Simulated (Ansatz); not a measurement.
**A computed series for BaTiO3: element substitutions**

Consider BaTiO3 in the cubic perovskite structure (space group Pm-3m, No. 221).

```xyz
5
Lattice="3.9940 0.0000 0.0000 0.0000 3.9940 0.0000 0.0000 0.0000 3.9940" Properties=species:S:1:pos:R:3 pbc="T T T"
Ba     0.0000     0.0000     0.0000
Ti     1.9970     1.9970     1.9970
O      0.0000     1.9970     1.9970
O      1.9970     1.9970     0.0000
O      1.9970     0.0000     1.9970
```

Each row replaces one element on all its sites; cell and atoms are relaxed.

Computed with DFT with r2SCAN, PAW potentials and a 500 eV plane-wave cutoff in Ansatz (a program for electronic structure), without spin-orbit coupling.

```json
[
 {"case": "base", "band gap": "2.17 eV", "volume per atom": "12.74 Å³"},
 {"case": "O → S", "band gap": "zero", "volume per atom": "22.39 Å³"},
 {"case": "Ti → Sc", "band gap": "zero", "volume per atom": "14.56 Å³"},
 {"case": "Ba → Sr", "band gap": "(withheld)", "volume per atom": "(withheld)"}
]
```

**Question.** What belongs in the blanks?

**Answer.** 
- Ba → Sr, band gap: 2.26 eV
- Ba → Sr, volume per atom: 11.93 Å³

No phonon test of stability was made. As relaxed here, BaTiS3 is a hypothetical phase, not in the database extracts checked. For BaScO3 in this form, whether it has been made was not checked. The final runs are not spin-polarised. An odd electron count without spin: BaScO3. Many cubic perovskites are stable only at high temperature; tilts and polar distortions were not tested. This is not the structure that BaTiO3 has at room temperature and ambient pressure. The zero or small gap of BaTiS3 can change with the level of theory.
